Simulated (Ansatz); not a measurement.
**Input and output of a self-consistent single point for a (100) slab of LaBi (cut from a parent of space group no. 225; 8 atoms in the cell) (Ansatz, a first-principles code)**

Computed with PBEsol, default PAW files made with PBE (plane waves; Ansatz).

Input:

Ansatz 0.2 input:
```yaml
crystal:
  lattice:
    - [4.735152, 0.000000, 0.000000]
    - [-4.735152, 4.735152, 0.000000]
    - [0.000000, 0.000000, 24.044802]
  atoms:
    - { symbol: Bi, position: [0.000000, 0.000000, 0.430375] }
    - { symbol: Bi, position: [0.000000, 0.500000, 0.291123] }
    - { symbol: Bi, position: [0.000000, 0.000000, 0.708877] }
    - { symbol: Bi, position: [0.000000, 0.500000, 0.569625] }
    - { symbol: La, position: [0.000000, 0.000000, 0.291123] }
    - { symbol: La, position: [0.000000, 0.500000, 0.430375] }
    - { symbol: La, position: [0.000000, 0.000000, 0.569625] }
    - { symbol: La, position: [0.000000, 0.500000, 0.708877] }
basis:
  ecutwfc: 420.0 eV
kpoints:
  mp_grid: { grid: [5, 5, 1] }
hamiltonian:
  xc: pbesol
  pseudopotentials: { kind: paw }
scf:
  occupations: { method: gaussian, width: 0.1 eV }
output:
  forces: true
  eigenvalues: true
  stress: true
```

Output (repeated stretches shortened):

```
WARN ansatz: RAYON_NUM_THREADS=1 ignored (pool sized by the plan → 1); use --threads N
Pseudopotentials: kind: paw
Pseudopotential: Bi, paw, valence charge 15
Pseudopotential: La, paw, valence charge 11
Crystal: 8 atoms, lattice volume = 539.124 Å³
Basis set: ecut = 420 eV, 10513 PW (Γ), exchange–correlation on 64×90×324 points (8 copies of the dense FFT grid, shifted against one another)
Bands: 63, of which v1, the nominal top of the filled ones, is band 52 counted from 1 (51 counted from 0)
Symmetry: 16 space group operations
Space group: P4/nmm (ITA 129), of the structure as read, at distance tolerance 8.1e-5 Å
k-points: 6 of 25
PAW frozen core: Bi, regenerated for the run's functional, and the local potential with it
PAW frozen core: La, regenerated for the run's functional, and the local potential with it
Initial density: superposition of atomic densities (neutral atoms: chi_scale 0, normalization atom), corrected by the library's trained network
Initial wavefunctions: pseudopotential atomic-orbital guess
Eigensolver: davidson
Functional: x = pbesol(κ = 0.804, μ = 0.12345679012345678), c = pbesol(β = 0.046)
SCF iter   1: F=—  HF=-73619.792022 eV  |F-HF|=—  |Δ(HF+E_count)|=         —  Δρ=1.44e-3  dr2=1.55e-2  ethr=1.77e-3  ⟨swp⟩=7.3  Hψ=1672  notcnv=0
all-band conjugate gradients solve this SCF's bands
preconditioner: auto → LDOS
SCF iter   2: F=—  HF=-73619.797745 eV  |F-HF|=—  |Δ(HF+E_count)|=   5.72e-3  Δρ=8.00e-4  dr2=4.63e-3  ethr=1.49e-5  ⟨swp⟩=3.0  Hψ=833  notcnv=0  defer=26
SCF iter   3: F=—  HF=-73619.796479 eV  |F-HF|=—  |Δ(HF+E_count)|=   1.27e-3  Δρ=2.63e-4  dr2=1.57e-3  ethr=4.45e-6  ⟨swp⟩=2.5  Hψ=722  notcnv=0  defer=26
SCF iter   4: F=—  HF=-73619.796200 eV  |F-HF|=—  |Δ(HF+E_count)|=   2.80e-4  Δρ=9.92e-5  dr2=1.98e-4  ethr=1.51e-6  ⟨swp⟩=2.3  Hψ=583  notcnv=0  defer=26
SCF iter   5: F=—  HF=-73619.796169 eV  |F-HF|=—  |Δ(HF+E_count)|=   3.07e-5  Δρ=2.58e-5  dr2=7.41e-6  ethr=1.90e-7  ⟨swp⟩=2.0  Hψ=641  notcnv=0  defer=26
SCF iter   6: F=—  HF=-73619.796490 eV  |F-HF|=—  |Δ(HF+E_count)|=   3.22e-4  Δρ=8.37e-6  dr2=6.94e-7  ethr=7.13e-9  ⟨swp⟩=2.2  Hψ=692  notcnv=0  defer=20
SCF iter   7: F=—  HF=-73619.796490 eV  |F-HF|=—  |Δ(HF+E_count)|=   6.90e-8  Δρ=3.21e-6  dr2=2.44e-7  ethr=9.62e-11  ⟨swp⟩=21.0  Hψ=2456  notcnv=0
SCF iter   8: F=-73619.796490 eV  HF=-73619.796490 eV  |F-HF|=9.12e-9  |Δ(HF+E_count)|=   6.61e-9  Δρ=9.51e-7  dr2=1.60e-8  ethr=9.62e-11  ⟨swp⟩=5.5  Hψ=1412  notcnv=0
SCF 1 converged in 8 iterations: F = -73619.796490 eV  dr2 = 1.60e-8
SCF converged after 8 iterations
Free energy (F): -73619.796490 eV
Harris-Foulkes:  -73619.796490 eV  (|F-HF|=9.12e-9)
Internal energy: -73619.789952 eV  (E = F + TS)
E sigma→0 (E₀):  -73619.793221 eV
Entropy (-TS):   -0.006539 eV (-0.817 meV/atom)
Fermi energy:    3.802839 eV
--- Per-component energies (eV) ---
  E_band       = -1251.828223
  E_kinetic    = 1972.184484
  E_local      = -44418.308872  (includes V_loc(G=0)·N_el)
  E_nonlocal   = 2629.133509
  E_hartree    = 20567.044522
  E_xc         = -1144.824414
  E_vxc        = -1153.810827  (∫ρ·V_xc dr)
  E_paw        = -63358.597162  (= ΣΔE_a)
  E_vpaw       = -1415.133070  (= ΣTr[D̂ρ^β])
  E_aug_tail   = -0.001844  (compensation charges beyond the density's cutoff)
  E_ewald      = 10132.542778
  E_core_change = 1.037047  (= ΣΔE_core)
  E_smearing   = -0.006539  (= −TS)
  E_closure    = 0.000000  (closes the sum)
  Σ components = -73619.796490   (vs F -73619.796490, Δ=0.00e0)
--- Forces (eV/Å), atoms counted from 1 ---
  atom   1  Bi     0.00000000     0.00000000    -0.14421917
  atom   2  Bi     0.00000000     0.00000000    -0.06445335
  atom   3  Bi     0.00000000     0.00000000     0.06445335
  atom   4  Bi     0.00000000     0.00000000     0.14421917
  atom   5  La     0.00000000     0.00000000     0.65174148
  atom   6  La     0.00000000     0.00000000     0.00880686
  atom   7  La     0.00000000     0.00000000    -0.00880686
  atom   8  La     0.00000000     0.00000000    -0.65174148
  max |Σ_I F_I| component: 0.00e0 eV/Å
--- Stress (GPa, compression-positive) ---
       -2.290492       0.000000       0.000000
        0.000000      -2.290492       0.000000
        0.000000       0.000000      -1.618368
  P = ⅓ Tr σ = -2.0665 GPa (-20.665 kbar)
  The stress holds the Pulay correction. Without it, at fixed plane waves, as pw.x and ABINIT print it: P = -2.0728 GPa
--- Band table (eV; the first three rows and the last of 6) ---
  k-point 0: bands = ["-29.4909", "-29.4909", "-29.1627", "-29.1558", "-17.9140", "-17.9098", "-17.9072", "-17.9052", "-17.8653", "-17.8638", "-17.8626", "-17.8626", "-17.8581", "-17.8581", "-17.7823", "-17.7823", "-17.7753", "-17.7751", "-17.7414", [...]
  k-point 1: bands = ["-29.4894", "-29.4894", "-29.1605", "-29.1550", "-17.9156", "-17.9126", "-17.9123", "-17.9110", "-17.8639", "-17.8626", "-17.8625", "-17.8621", "-17.8592", "-17.8584", "-17.7884", "-17.7884", "-17.7776", "-17.7774", "-17.7423", [...]
  k-point 2: bands = ["-29.4870", "-29.4870", "-29.1563", "-29.1542", "-17.9211", "-17.9205", "-17.9182", "-17.9169", "-17.8635", "-17.8623", "-17.8608", "-17.8600", "-17.8595", "-17.8594", "-17.7982", "-17.7982", "-17.7817", "-17.7816", "-17.7438", [...]
  k-point 5: bands = ["-29.4847", "-29.4847", "-29.1532", "-29.1526", "-17.9129", "-17.9125", "-17.9045", "-17.9035", "-17.8647", "-17.8643", "-17.8593", "-17.8588", "-17.8553", "-17.8551", "-17.7817", "-17.7817", "-17.7749", "-17.7749", "-17.7429", [...]
```

The run converged in 8 iterations.

The starting cell comes from a database of computed structures (which also holds hypothetical and non-ambient phases and stackings), without a prior relaxation at this level. The slab is cut from that crystal, and its faces are unrelaxed. Its lattice was rescaled by up to half a per cent. Spin-orbit coupling is off.
